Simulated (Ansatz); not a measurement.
Base system: Ca₃SbN in the anti-perovskite structure (space group Pm-3m, No. 221; a = 4.803 Å; a cell from a computed database, its experimental status unchecked). Axes: x, y, z lie along the cube axes.

The change: compressive biaxial strain of 1.81 % in the plane normal to [001], as in epitaxy on a mismatched substrate; the out-of-plane cell vector and the atoms relax.

Levels (all Ansatz, an electronic-structure program, PAW): PBEsol (420 eV, scalar-relativistic without spin-orbit coupling); HSE06 (420 eV, without spin-orbit coupling).

The geometry is relaxed with PBEsol.

| Item | Value |
|---|---|
| PBEsol lowest conduction level above the VBM at special points | Γ 0.19 eV; Z 1.32 eV; X 1.36 eV |

Q: How does going to HSE06 change the lowest conduction level above the VBM at special points?

A: The lowest conduction level above the VBM at special points changes from Γ 0.19 eV; Z 1.32 eV; X 1.36 eV to Γ 0.93 eV; Z 2.11 eV; X 2.14 eV.

Single points use the geometry relaxed with PBEsol. The levels and masses belong to the bands next to the band gap. Stability against distortions was not tested. Labels are those of the standard path for the cell's own space group.
